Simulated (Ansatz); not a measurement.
We consider Hf2Au (I4/mmm, No. 139), described by LDA (plane waves, PAW; Ansatz, a first-principles code).

Run with plane-wave cutoff 520 eV, 24×24×24 k mesh, Fermi–Dirac smearing 0.05 eV, scalar-relativistic PAW data made under PBE.

Cell (relaxed at this level):

AuHf₂ has the tetragonal space group I4/mmm (No. 139), Pearson symbol tI6. Lattice parameters: a = b = 3.1822 Å, c = 11.4140 Å, α = β = γ = 90.00°. Hf on 4e sees 4 Au at 2.913 Å and 1 Au at 3.857 Å and 4 Hf at 3.016 Å and 4 Hf at 3.182 Å and 1 Hf at 3.699 Å (no clear gap to further neighbours). Au on 2a sees 8 Hf at 2.913 Å and 2 Hf at 3.857 Å and 4 Au at 3.182 Å. (Neighbours: up to the widest gap in distance over summed covalent radii, below 1.35, at either atom.)
(The calculation used a cell of 3 atoms; values per cell refer to that cell.)

Question: Give the computed bulk modulus B0.

Answer: 
- bulk modulus B0 = 156 GPa

The run finds no gap.

Note: the bulk modulus is −V dP/dV from two relaxed cells at ±2 % in volume.

Spin–orbit coupling is not included; it can shift volumes and moduli of such heavy elements.

Computed values are for the static lattice.

Cost on a shared machine: about 17 core-minutes (a rough figure).
